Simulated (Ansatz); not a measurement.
Take SnS$_{2}$ in the CdI2 type structure (space group P-3m1, No. 164; layered, stacked along the Cartesian z axis) as the base.

```yaml
crystal:
  lattice:
    - [3.62603, 0.00000, 0.00000]
    - [-1.81302, 3.14024, 0.00000]
    - [0.00000, 0.00000, 5.57350]
  atoms:
    - { symbol: Sn, position: [0.00000, 0.00000, 0.00000] }
    - { symbol: S, position: [0.33333, 0.66667, 0.26443] }
    - { symbol: S, position: [0.66667, 0.33333, 0.73557] }
```

Cartesian axes are those of the cell as printed.

The values are results of Kohn–Sham DFT with the PBEsol-D3(BJ) functional, run in Ansatz (an electronic-structure program) with PAW and 420 eV plane waves, spin-orbit coupling left out, not measurements.

Before the change:

The pressure is 0.00 GPa.

The change: tensor shear ε_xy = +2.34 % (engineering shear γ = 0.0468), atoms relaxed at fixed cell.

Q: What happens to the energy relative to the base?

A: The energy rises by 7.2 meV/atom.

Q: Estimate the effect on the pressure.

A: The pressure (mean of the normal stresses, compression positive) goes from zero to 0.09 GPa.

The cells carry an imposed strain or load. Whether these cells are dynamically stable was not tested.
